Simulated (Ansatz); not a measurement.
# A computed series for Al: response to strain

The parent structure is Al in the fcc (Cu type) structure (space group Fm-3m, No. 225; a = 3.9839 Å; relaxed with 0.1 eV smearing). Axes: x, y, z lie along the cube axes.

Strains are applied to the cell and any free atomic positions relax; under biaxial strain the out-of-plane vector relaxes too.

All numbers come from LDA/PAW in Ansatz (a first-principles code), without spin-orbit coupling.

```json
[
 {"biaxial strain, plane normal [001], relaxed out of plane (%)": "-3", "out-of-plane strain (%)": "3.26"},
 {"biaxial strain, plane normal [001], relaxed out of plane (%)": "-2.5", "out-of-plane strain (%)": "?"},
 {"biaxial strain, plane normal [001], relaxed out of plane (%)": "-2", "out-of-plane strain (%)": "2.29"},
 {"biaxial strain, plane normal [001], relaxed out of plane (%)": "-1.5", "out-of-plane strain (%)": "1.75"},
 {"biaxial strain, plane normal [001], relaxed out of plane (%)": "-1", "out-of-plane strain (%)": "1.18"},
 {"biaxial strain, plane normal [001], relaxed out of plane (%)": "-0.5", "out-of-plane strain (%)": "0.59"},
 {"biaxial strain, plane normal [001], relaxed out of plane (%)": "0", "out-of-plane strain (%)": "0.00"}
]
```

Problem. Fit ε⊥ = −νε + γε² (strains in %) to the rows shown and predict the withheld row.

Solution. Least squares on the printed values gives ν = 1.24 (the biaxial Poisson response) and γ = -0.050 (largest residual 0.02 %); this predicts 2.78 %, and the run gives 2.80 %, 0.02 higher.

No phonon test of stability was made.
